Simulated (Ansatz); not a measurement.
Amorphous cells of Hf, O, Si: the gap between the highest filled and lowest empty level at the zone centre, by PBE and by a single point of HSE06 on the same geometry (PBE, scalar-relativistic without spin-orbit coupling (plane waves to 420 eV, PAW; Ansatz, a program for electronic structure); exact exchange cut at the cells' faces). The networks come from melt-quench runs on the CHGNet potential at compositions and starting densities chosen by hand, with anions pushed apart in the CHGNet dynamics, and DFT then relaxed them. The cells are small and were quenched far faster than real films, so single cells scatter. Defect or tail levels can set these gaps. The rows are the first to finish with both values and no moments.

```json
[
 {"cell": "A (Hf14O35Si4, 7.44 g/cm3)", "PBE gap x (eV)": "0.99", "HSE06 gap y (eV)": "1.56"},
 {"cell": "B (Si20O47Hf4, 3.20 g/cm3)", "PBE gap x (eV)": "2.60", "HSE06 gap y (eV)": "3.73"},
 {"cell": "C (Si20Hf4O48, 3.13 g/cm3)", "PBE gap x (eV)": "3.45", "HSE06 gap y (eV)": "5.13"},
 {"cell": "D (Hf18O38Si, 8.61 g/cm3)", "PBE gap x (eV)": "3.92", "HSE06 gap y (eV)": "5.45"},
 {"cell": "E (Hf10Si10O40, 5.12 g/cm3)", "PBE gap x (eV)": "4.33", "HSE06 gap y (eV)": "withheld"},
 {"cell": "F (Hf6Si14O40, 4.35 g/cm3)", "PBE gap x (eV)": "4.61", "HSE06 gap y (eV)": "6.29"},
 {"cell": "G (Si12Hf8O40, 4.64 g/cm3)", "PBE gap x (eV)": "4.64", "HSE06 gap y (eV)": "6.26"}
]
```

Q: Fit a straight line through the 6 full rows and predict the withheld value for E (Hf10Si10O40, 5.12 g/cm3).

A: Means: x = 3.368, y = 4.737. Slope = Σ(Δx Δy) / Σ(Δx²) = 12.62 / 9.717 = 1.3; the r.m.s. residual is 0.136. Prediction: 4.737 + 1.3 × (4.33 − 3.368) = 5.99. The run gave 5.93, 0.06 below the line.
